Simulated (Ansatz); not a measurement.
## Effect of isotropic strain −1.00 % on Mg2Ge

Take Mg₂Ge in the anti-fluorite structure (space group Fm-3m, No. 225; a = 6.421 Å) as the base.

It is then changed as follows: every lattice vector is shortened by 1.00 %; the atoms relax in the strained cell.

Method: Ansatz (a program for electronic structure), PBE, PAW, cutoff 420 eV, no spin-orbit coupling. Γ-centred 9×9×9 mesh, Fermi–Dirac width 0.05 eV.

| quantity | base | changed | shift |
|---|---|---|---|
| volume per atom | 22.06 Å³ | 21.41 Å³ | -0.655 Å³ |
| space group | Fm-3m (No. 225) | Fm-3m (No. 225) | – |
| shortest interatomic distance | 278.0 pm | 275.3 pm | -2.78 pm |
| energy relative to the base (free energy F) | 0 meV/atom | +3.2 meV/atom | +3.2 meV/atom |
| pressure | 0.00 GPa | 1.59 GPa | +1.59 GPa |
| band gap | 0.17 eV | 0.14 eV | -0.03 eV |
| gap character | indirect, Γ → X | indirect, Γ → X | – |
| smallest direct gap | 0.95 eV | 1.12 eV | +0.17 eV |
| mean gap deformation potential ΔEg/Δln V | – | +0.9 eV | – |
| width of the top valence band | 2.65 eV | 2.72 eV | +0.07 eV |
| electron mass | 0.55 mₑ along k, 0.19 mₑ across (at X) | 0.55 mₑ along k, 0.19 mₑ across (at X) | – |
| valley order (the lowest conduction-band minima on the path, energy above the VBM, named in the base's zone) | X along ⟨100⟩ 0.17 eV; L along ⟨111⟩ 0.94 eV; Γ 0.95 eV | X along ⟨100⟩ 0.14 eV; L along ⟨111⟩ 1.07 eV; Γ 1.12 eV | – |

Final structure:

```xyz
3
Lattice="0.0000 3.1785 3.1785 3.1785 0.0000 3.1785 3.1785 3.1785 0.0000" Properties=species:S:1:pos:R:3 pbc="T T T"
Mg     1.5893     1.5893     1.5893
Mg     4.7678     4.7678     4.7678
Ge     0.0000     0.0000     0.0000
```

Cost of the whole job for the changed cell (relaxation, final SCF and bands): around 12 core-seconds (rough).

Effective masses come from finite differences of ±0.01 Å⁻¹. Along k means along the line from Γ to the band edge. No phonon test of stability was made. A zero or small gap of Mg2Ge can be the functional's error rather than a property of the material.
